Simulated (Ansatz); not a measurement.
WSi2 with two functionals, pressure 30 GPa

Consider WSi2 (space group I4/mmm, No. 139; a = 3.2294 Å, c = 7.8677 Å).

(Cell as relaxed with PBE.)

Levels (all Ansatz, a quantum-chemistry and plane-wave program, PAW, earlier PAW set): PBE (420 eV, no spin-orbit coupling); r2SCAN (500 eV, no spin-orbit coupling).

Each level relaxes its own structure.

| base | PBE | r2SCAN |
|---|---|---|
| volume per atom | 13.68 Å³ | 13.42 Å³ |
| lattice parameter a | 3.229 Å | 3.212 Å |
| band gap | zero | zero |

The change: cell and atoms relaxed at a pressure of 30 GPa.

```tsv
quantity	PBE	r2SCAN
c/a ratio	2.457	2.452
lattice parameter a	3.106 Å	3.094 Å
```

PBE's c/a ratio lies 0.005 above r2SCAN's; PBE's lattice parameter a lies 0.0112 Å above r2SCAN's (0.4 %). Neither level is exact; r2SCAN is the comparison here, not a measurement.

Load acts through the strain it causes; cell and atoms are relaxed under it. No phonon test of stability was made. Competing high-pressure phases were not computed. The final runs are not spin-polarised.
